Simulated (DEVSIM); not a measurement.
Structure: W/TiO2/n-InP capacitor, at 400 K.

| layer (left to right) | material | thickness (nm) | Nd (cm⁻³) |
|---|---|---|---|
| 1 | TiO2 | 10.0 | - |
| 2 | InP | 1500 | 3.4e16 |

Metal gate on the left, work function 4.6 eV. Fixed charge at the semiconductor interface -3.2e11 cm⁻² (in units of +e); no interface traps.

Constants are typed, rounded textbook-type inputs, not results; the design itself was drawn at random and stands for no fabricated device. Values at 300 K; Nc and Nv go as T^1.5, mobilities as T to minus their exponent, the gap by Varshni's rule with the affinity fixed.

```csv
parameter,TiO2,InP
gap (eV),3.2,1.344
affinity (eV),3.9,4.38
permittivity,60,12.5
Nc (cm⁻³),-,5.7e17
Nv (cm⁻³),-,1.1e19
Varshni α (eV/K),-,0.000363
Varshni β (K),-,162
```

Simulated with DEVSIM: 1D Poisson equation in equilibrium, Boltzmann statistics, complete ionisation; no quantum confinement or tunnelling. Metal contacts follow the ideal Schottky-Mott rule: no Fermi-level pinning, no interface dipoles.

Task: Tabulate band edges, carrier densities and field at -0.6 V on the gate.

Result: Energies count from the Fermi level of the right contact; mesh points crowd at the junctions.

```tsv
x (μm)	Ec (eV)	Ev (eV)	n (cm⁻³)	p (cm⁻³)	field (V/cm)
0.000	1.300	-1.900	< 1e2	< 1e2	-7200
0.001170	1.299	-1.901	< 1e2	< 1e2	-7200
0.003116	1.298	-1.902	< 1e2	< 1e2	-7200
0.006220	1.296	-1.905	< 1e2	< 1e2	-7200
0.009020	1.294	-1.907	< 1e2	< 1e2	-7200
0.01004	0.812	-0.499	5.1e7	8.8e12	-81000
0.01137	0.802	-0.510	6.9e7	6.4e12	-80000
0.01559	0.768	-0.543	1.8e8	2.4e12	-78000
0.02306	0.711	-0.600	9.6e8	4.6e11	-75000
0.03779	0.607	-0.705	2.0e10	2.2e10	-67000
0.06980	0.416	-0.895	5.0e12	9.0e7	-52000
0.1715	0.135	-1.176	1.8e16	25000	-7800
0.3400	0.112	-1.199	3.4e16	13000	-17
0.7062	0.112	-1.199	3.4e16	13000	≈ 0
1.200	0.112	-1.199	3.4e16	13000	≈ 0
1.363	0.112	-1.199	3.4e16	13000	≈ 0
1.438	0.112	-1.199	3.4e16	13000	≈ 0
1.477	0.112	-1.199	3.4e16	13000	≈ 0
1.498	0.112	-1.199	3.4e16	13000	≈ 0
1.505	0.112	-1.199	3.4e16	13000	≈ 0
1.508	0.112	-1.199	3.4e16	13000	≈ 0
1.510	0.112	-1.199	3.4e16	13000	≈ 0
```
